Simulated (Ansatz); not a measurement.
# A computed series for YN: pressure series

Start from YN in the rock salt structure (space group Fm-3m, No. 225).

Space group Fm-3m (No. 225); a = 4.8562 Å, b = 4.8562 Å, c = 4.8562 Å, α = 90.00°, β = 90.00°, γ = 90.00°

| atom | site | symmetry | x | y | z |
|---|---|---|---|---|---|
| N | 4a | m-3m | 0.0000 | 0.0000 | 0.0000 |
| Y | 4b | m-3m | 0.5000 | 0.5000 | 0.5000 |
(The calculation used a cell of 2 atoms; values per cell refer to that cell.)

Cell and atoms are relaxed at each pressure.

Method: Ansatz (an electronic-structure program) PBEsol, spin-orbit coupling left out.

```csv
pressure (GPa),volume per atom (Å³/atom)
-2,14.487
0,14.315
3,14.075
7,13.784
15,?
30,12.534
50,11.777
75,11.063
100,10.501
```

Q: Fit the third-order Birch–Murnaghan form P(V) = (3B₀/2)[(V₀/V)^(7/3) − (V₀/V)^(5/3)]·[1 + (3/4)(B₀′ − 4)((V₀/V)^(2/3) − 1)] (squares taken in P) to the rows shown and predict the withheld row.

A: Least squares on the printed values gives V₀ = 14.313 Å³/atom, B₀ = 173 GPa, B₀′ = 4.0; this predicts 13.285 Å³/atom, and the run gives 13.282 Å³/atom, 0.003 lower.

The mesh was chosen for an insulator and is coarse for the gapless case. Load acts through the strain it causes; cell and atoms are relaxed under it. Stability against distortions was not tested. No other phases were tried under pressure. The final runs are not spin-polarised.
